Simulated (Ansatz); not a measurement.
Reference: Ta3Os (Fm-3m), PBEsol, DFPT electron-phonon coupling, linearised Boltzmann equation (plane waves, PAW, scalar-relativistic; Ansatz, a quantum-chemistry and plane-wave program); geometry: relaxed with this functional, without spin-orbit coupling.

```xyz
4
Lattice="0.0000 3.2022 3.2022 3.2022 0.0000 3.2022 3.2022 3.2022 0.0000" Properties=species:S:1:pos:R:3 pbc="T T T"
Ta     1.6011     1.6011     1.6011
Ta     4.8034     4.8034     4.8034
Ta     3.2022     3.2022     3.2022
Os     0.0000     0.0000     0.0000
```

| Item | Value |
|---|---|
| resistivity at 300 K | 6.6 μΩ·cm |
| mean free path at 300 K | 17.4 nm |
| electron-phonon coupling λ | 0.20 |
| logarithmic mean phonon energy | 16.7 meV |

Problem. Replace Ta by V on the same sites and relax. What happens?

Solution. V3Os (Fm-3m): volume per atom 16.4 to 13.0 Å³; resistivity at 300 K stays about the same (6.6 μΩ·cm to 6.2 μΩ·cm); mean free path at 300 K falls (17.4 nm to 15.7 nm); electron-phonon coupling λ stays about the same (0.20 to 0.198); logarithmic mean phonon energy rises (16.7 meV to 27 meV).

Problem. Swap Os for Ru, keeping the structure type. How do these values move?

Solution. Ta3Ru (Fm-3m): volume per atom 16.4 to 16.3 Å³; resistivity at 300 K rises (6.6 μΩ·cm to 8.7 μΩ·cm); mean free path at 300 K falls (17.4 nm to 12.9 nm); electron-phonon coupling λ rises (0.20 to 0.25); logarithmic mean phonon energy stays about the same (16.7 meV to 17.1 meV).

Problem. Replace Os by W on the same sites and relax. What happens?

Solution. Ta$_{3}$W (Fm-3m): volume per atom 16.4 to 17.0 Å³; resistivity at 300 K rises (6.6 μΩ·cm to 9.1 μΩ·cm); mean free path at 300 K falls (17.4 nm to 6.1 nm); electron-phonon coupling λ rises (0.20 to 0.59); logarithmic mean phonon energy falls (16.7 meV to 14.3 meV).

Moves up to 8 % count as about the same. Metals; harmonic phonons alone scatter; means over directions. The mean free path is weighted by the current that each state carries. Halving the electron mesh moves these values by up to 5 %; q meshes are mostly untested. Spin-orbit coupling is left out.

Computed structure with no diffraction record at hand here (it may be known, metastable or hypothetical): Ta3Os (Fm-3m), Ta3Ru (Fm-3m), Ta3W (Fm-3m), V3Os (Fm-3m). Treated as nonmagnetic (a ferromagnetic start lost its moment, other orders weren't tried): V3Os (Fm-3m). The missing spin-orbit coupling matters most for Ta3Os (Fm-3m), Ta3Ru (Fm-3m), Ta3W (Fm-3m), V3Os (Fm-3m).
